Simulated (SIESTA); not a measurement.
Band structure of HfZn₂ (Fd-3m, 6 atoms in the cell).

```
HfZn2
1.0
    0.00000     3.55564     3.55564
    3.55564     0.00000     3.55564
    3.55564     3.55564     0.00000
Hf Zn
2 4
Direct
  0.75000   0.75000   0.75000
  0.50000   0.50000   0.50000
  0.12500   0.12500   0.62500
  0.12500   0.62500   0.12500
  0.12500   0.12500   0.12500
  0.62500   0.12500   0.12500
```
Moments meant for the start (each program seeds them in its own way; μB, in the order of the atoms Hf Hf Zn Zn Zn Zn): 1.0 1.0 0.0 0.0 0.0 0.0.

Method: SIESTA with LDA PW92, numerical atomic orbitals DZP, PseudoDojo LDA standard norm-conserving potentials (rewritten from UPF to PSML).

Settings: XC.functional = LDA; XC.authors = PW92; potentials = PseudoDojo LDA standard; PAO.BasisSize = DZP; PAO.EnergyShift = 0.005 Ry; MeshCutoff = 350 Ry; kgrid.MonkhorstPack = 5 5 5; OccupationFunction = FD; ElectronicTemperature = 1160.45 K; Spin = polarized; DM.InitSpin = [1 +1.00, 2 +1.00, 3 +0.00, 4 +0.00, 5 +0.00, 6 +0.00]; MaxSCFIterations = 150; SCF.Mixer.Method = Pulay; SCF.Mixer.Weight = 0.1.

The starting cell comes from a database of computed structures (which also holds hypothetical and non-ambient phases and stackings), without a prior relaxation at this level. Its lattice was rescaled by a random factor within 2.5 % of one. Spin-orbit coupling is off. The starting moments vanished: the run ended non-magnetic. Values carry the incompleteness of an atom-centred basis.

Levels in eV from the Fermi level, bands 48 to 53 of the first spin channel:
```json
[
 {"point": "Γ", "48": "-2.12", "49": "-1.93", "50": "-1.93", "51": "-1.93", "52": "-1.09", "53": "-1.09"},
 {"point": "X", "48": "-3.30", "49": "-2.51", "50": "-2.51", "51": "0.43", "52": "0.43", "53": "0.78"},
 {"point": "W", "48": "-4.43", "49": "-1.05", "50": "-1.05", "51": "0.02", "52": "0.02", "53": "0.85"},
 {"point": "K", "48": "-2.73", "49": "-2.64", "50": "-0.66", "51": "0.03", "52": "0.14", "53": "0.62"},
 {"point": "L", "48": "-2.70", "49": "-2.39", "50": "-0.91", "51": "-0.91", "52": "-0.11", "53": "-0.02"},
 {"point": "U", "48": "-2.73", "49": "-2.64", "50": "-0.66", "51": "0.03", "52": "0.14", "53": "0.62"}
]
```

Bands cross the Fermi level along this path, so the cell is metallic at this level.

Higher empty bands are left out: an atom-centred basis made for the valence describes them poorly.

The net moment of the cell came out as 0.00 μB.
